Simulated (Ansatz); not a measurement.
For 1T (CdI2-type) PtTe2, rVV10 in Ansatz (PAW) gives:

| Item | Value |
|---|---|
| lattice constant a | 4.124 Å |
| lattice parameter c | 5.414 Å |

Task: What does HSE06-D3(BJ) (plane waves, PAW; Ansatz, an electronic-structure program) give for the same quantities?

Result: 
- lattice constant a: 4.002 Å (decreases by 3.0 %)
- lattice parameter c: 4.984 Å (decreases by 7.9 %)

For comparison: lattice constant a 4.026 Å (measured, temperature not stated, no zero-point or thermal correction; as tabulated in Pelayo et al. (2023), arXiv:2312.15371); lattice parameter c 5.221 Å (measured, temperature not stated, no zero-point or thermal correction; as tabulated in Pelayo et al. (2023), arXiv:2312.15371).

Changes are worked out from the printed values.

Unless a cell is named, each level is at its own relaxed cell (rVV10 26.58, HSE06-D3(BJ) 23.04 Å³/atom).

Levels without +SOC leave out spin–orbit coupling, which shifts energies and cells of such heavy elements.

Caveats: exact exchange on metals is sensitive to the k mesh and can open a false gap (HSE06-D3(BJ)). Ansatz's density-functional and Hartree–Fock values are scalar-relativistic unless marked +SOC, with PAW data made under PBE.
